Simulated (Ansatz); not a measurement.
Start from ZnO in the wurtzite structure (space group P6_3mc, No. 186; a = 3.2352 Å, c = 5.2114 Å). Axes: x lies along a and z along c of the hexagonal cell.

All numbers come from r2SCAN (Ansatz, a first-principles code; PAW; 500 eV plane waves; no SOC).

Base values:

- Band gap = 1.24 eV

Now apply this change: biaxial strain +4.48 %, plane normal [001], relaxed out of plane (Cartesian); in-plane vectors clamped, the third vector and the atoms free.

Estimate the effect on the out-of-plane strain and band gap.

The out-of-plane strain amounts to -5.18 %; the band gap goes up by 0.02 eV to 1.26 eV.

Semilocal Kohn–Sham gaps tend to fall short of experiment. Stability against distortions was not tested.
